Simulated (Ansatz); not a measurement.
System: L1₂ (Cu3Au-type) Ni₃Fe. Method: HSE06 in Ansatz (plane waves, PAW).

Numerical settings: plane-wave cutoff 460 eV, 8×8×8 k mesh, Fermi–Dirac smearing 0.05 eV, spin-polarised with parallel moments, scalar-relativistic PAW data made under PBE.

A third-order Birch–Murnaghan fit to the energies gives V0 = 11.271 Å³/atom, B0 = 186 GPa, B′ = 4.9.

```json
[
 {"V (Å³/atom)": "10.697", "P (GPa)": "[?]"},
 {"V (Å³/atom)": "10.918", "P (GPa)": "[?]"},
 {"V (Å³/atom)": "11.260", "P (GPa)": "0.16"},
 {"V (Å³/atom)": "11.541", "P (GPa)": "[?]"},
 {"V (Å³/atom)": "11.823", "P (GPa)": "[?]"}
]
```

Estimate the withheld pressures from this fit; the answers are the runs' own values.


- 10.697, P (GPa): 10.98
- 10.918, P (GPa): 6.36
- 11.541, P (GPa): -4.18
- 11.823, P (GPa): -7.92

The formula P = (3/2) B0 (x^(7/3) − x^(5/3)) [1 + (3/4)(B′ − 4)(x^(2/3) − 1)] with x = V0/V meets the computed pressures within 0.08 GPa when these rounded values are put in.

Measured, for comparison: equilibrium volume per atom 11.14 Å³/atom (temperature not stated, copied from a table, unchecked, not corrected to a static lattice; as tabulated in Mineralogical Magazine 44, 225 (1981)). Computed less measured: equilibrium volume per atom not scored (unchecked).

Ansatz is an electronic-structure program.
